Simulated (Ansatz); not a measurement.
A self-consistent single point of the (001) slab of Mg2Pd (cut from a parent of space group no. 139; 6 atoms in the cell) with Ansatz (a first-principles code).

Computed with PBEsol, default PAW files made with PBE (plane waves; Ansatz).

The change in words: vacuum of 6 angstrom (first run: 14 Å); efield.axis: default → 3; efield.dipole_correction: default → true. Reference geometry:
```yaml
crystal:
  lattice:
    - [3.25625, 0.00000, 0.00000]
    - [0.00000, 3.25625, 0.00000]
    - [0.00000, 0.00000, 22.04808]
  atoms:
    - { symbol: Mg, position: [0.50000, 0.50000, 0.68251] }
    - { symbol: Mg, position: [0.00000, 0.00000, 0.31749] }
    - { symbol: Pd, position: [0.00000, 0.00000, 0.61487] }
    - { symbol: Mg, position: [0.00000, 0.00000, 0.45277] }
    - { symbol: Mg, position: [0.50000, 0.50000, 0.54723] }
    - { symbol: Pd, position: [0.50000, 0.50000, 0.38513] }
```

Reference input (self-consistent single point, DFT, PBEsol, plane waves, default PAW files made with PBE): basis.ecutwfc = 420 eV; kpoints.mp_grid.grid = 9 9 1; hamiltonian.xc = pbesol; hamiltonian.pseudopotentials = {kind: paw} (the program's default PAW files); scf.occupations.method = fermi_dirac; scf.occupations.width = 0.1 eV. This run's input differs from it in these lines:

Ansatz 0.2 input:
```diff
@@ -4,10 +4,10 @@
     - [0.000000, 3.256250, 0.000000]
-    - [0.000000, 0.000000, 22.048081]
+    - [0.000000, 0.000000, 14.048079]
   atoms:
-    - { symbol: Mg, position: [0.500000, 0.500000, 0.682512] }
-    - { symbol: Mg, position: [0.000000, 0.000000, 0.317488] }
-    - { symbol: Pd, position: [0.000000, 0.000000, 0.614869] }
-    - { symbol: Mg, position: [0.000000, 0.000000, 0.452773] }
-    - { symbol: Mg, position: [0.500000, 0.500000, 0.547227] }
-    - { symbol: Pd, position: [0.500000, 0.500000, 0.385131] }
+    - { symbol: Mg, position: [0.500000, 0.500000, 0.786448] }
+    - { symbol: Mg, position: [0.000000, 0.000000, 0.213552] }
+    - { symbol: Pd, position: [0.000000, 0.000000, 0.680284] }
+    - { symbol: Mg, position: [0.000000, 0.000000, 0.425878] }
+    - { symbol: Mg, position: [0.500000, 0.500000, 0.574122] }
+    - { symbol: Pd, position: [0.500000, 0.500000, 0.319716] }
 basis:
@@ -19,2 +19,5 @@
   pseudopotentials: { kind: paw }
+efield:
+  axis: 3
+  dipole_correction: true
 scf:
@@ -24,3 +27,2 @@
   eigenvalues: true
-  stress: true
```

Output (repeated stretches shortened):

```
SCF iter   1: F=—  HF=-21463.589555 eV  |F-HF|=—  |Δ(HF+E_count)|=         —  Δρ=3.49e-3  dr2=3.37e-2  ethr=1.77e-3  p=0.000 e·Å  D=1.44e-13 V/Å  ΔV_dip=-0.00 eV  dr2_dipole=2.24e-9  V_vac-E_F(+/−)=2.50/2.73 eV  ⟨swp⟩=8.7  Hψ=2883  notcnv=0  defer=3
all-band conjugate gradients solve this SCF's bands
efield: sawtooth ramp at fractional position 0.9500 (placed from the atoms, in the widest stretch of the axis that holds none …
   [... lines left out ...]
WARN: efield: at this solve's end the planar-averaged density reaches 2.47e-2 e/Å³ inside the ramp window [0.8788, 0.1212] (bound 1e-5 e/Å³) …
SCF 1 converged in 8 iterations: F = -21463.583700 eV  dr2 = 1.41e-8
Free energy (F): -21463.583700 eV
Internal energy: -21463.487616 eV  (E = F + TS)
E sigma→0 (E₀):  -21463.535658 eV
Entropy (-TS):   -0.096084 eV (-16.014 meV/atom)
Fermi energy:    6.659036 eV
Dipole field:    D = 0.000000 V/Å  (p = 0.000000 e·Å, saw-weighted, corrected)
Work function:   Φ+ = withheld (plateau slope 3.1e0 eV/Å)   Φ− = withheld (plateau slope 2.4e0 eV/Å)
Levels:          The Fermi level and band energies are counted from a zero that moves with the ramp; work functions are not
Vacuum region:   at the solve's end the planar-averaged density reaches 2.47e-2 e/Å³ inside the ramp window [0.8788, 0.1212] (bound 1e-5 e/Å³)
--- Forces (eV/Å), atoms counted from 1 ---
  atom   1  Mg    -0.00000000     0.00000000    -0.17826242
  atom   2  Mg    -0.00000000     0.00000000     0.17826139
  atom   3  Pd     0.00000000     0.00000000     0.08509166
  atom   4  Mg    -0.00000000     0.00000000    -0.07078473
  atom   5  Mg     0.00000000     0.00000000     0.07078535
  atom   6  Pd     0.00000000     0.00000000    -0.08509201
```

The run converged in 8 iterations. Against the reference run the free energy stays essentially unchanged (within 1 meV/atom) and the largest force goes from 0.277 to 0.178 eV/Å.

The starting cell comes from a database of computed structures (which also holds hypothetical and non-ambient phases and stackings), without a prior relaxation at this level. The slab is cut from that crystal, and its faces are unrelaxed. Its lattice was rescaled by up to half a per cent. Spin polarisation is off.
